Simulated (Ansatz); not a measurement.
System: fcc Yb. Method: r²SCAN+rVV10 (Ansatz, an electronic-structure program, plane waves, PAW).

Input file:

Ansatz 0.2 input:
```yaml
crystal:
  lattice:
    - [0.0, 2.573364156, 2.573364156]
    - [2.573364156, 0.0, 2.573364156]
    - [2.573364156, 2.573364156, 0.0]
  atoms:
    - { symbol: Yb, position: [0.0, 0.0, 0.0] }
basis:
  ecutwfc: 560
  ecutrho_ratio: 4
  xc_grid: 3
kpoints:
  mp_grid: { grid: [18, 18, 18] }
hamiltonian:
  xc: r2scan
  dispersion: rvv10
  pseudopotentials: { kind: paw }
scf:
  occupations: { method: fermi_dirac, width: 0.05 }
  convergence: { dr2_threshold: 0.0000000001 }
output:
  forces: false
  stress: true
  eigenvalues: true
```

Excerpt of the program's output:

```
Crystal: 1 atoms, lattice volume = 34.083 Å³
Basis set: ecut = 560 eV, 965 PW (Γ), exchange–correlation on 90×90×90 points (27 copies of the dense FFT grid, shifted against one another)
Bands: 16, of which v1, the nominal top of the filled ones, is band 12 counted from 1 (11 counted from 0)
Symmetry: 48 space group operations
Space group: Fm-3m (ITA 225), of the structure as read, at distance tolerance 3.2e-5 Å
k-points: 195 of 5832
Functional: x = r2scan, c = r2scan + rvv10(b = 11.95, C = 0.0093); τ floored in thin density (d = 2e-4 eV/Å³)
SCF iter   1: F=—  HF=-13803.081017 eV  |F-HF|=—  |Δ(HF+E_count)|=         —  Δρ=3.71e-2  dr2=3.94e-1  dr2_τ=1.37e-3
SCF iter   2: F=—  HF=-13804.302813 eV  |F-HF|=—  |Δ(HF+E_count)|=    1.22e0  Δρ=2.95e-1  dr2=2.38e1  dr2_τ=3.45e-2
  ...
SCF iter  15: F=—  HF=-13803.026177 eV  |F-HF|=—  |Δ(HF+E_count)|=  8.93e-10  Δρ=2.51e-6  dr2=1.61e-9  dr2_τ=1.38e-11
SCF iter  16: F=-13803.026177 eV  HF=-13803.026177 eV  |F-HF|=3.82e-11  |Δ(HF+E_count)|=  6.37e-11  Δρ=3.11e-7  dr2=2.55e-11  dr2_τ=7.50e-13
SCF 1 converged in 16 iterations: F = -13803.026177 eV  dr2 = 2.55e-11
SCF converged after 16 iterations
Free energy (F): -13803.026177 eV
Internal energy: -13803.015743 eV  (E = F + TS)
E sigma→0 (E₀):  -13803.020960 eV
Fermi energy:    11.262885 eV
--- Stress (GPa, compression-positive) ---
       -0.021448      -0.000000      -0.000000
        0.000000      -0.021448      -0.000000
        0.000000       0.000000      -0.021448
  P = ⅓ Tr σ = -0.0214 GPa (-0.214 kbar)
```

The PAW data were made under PBE.

Computing time: very roughly 22 core-seconds.
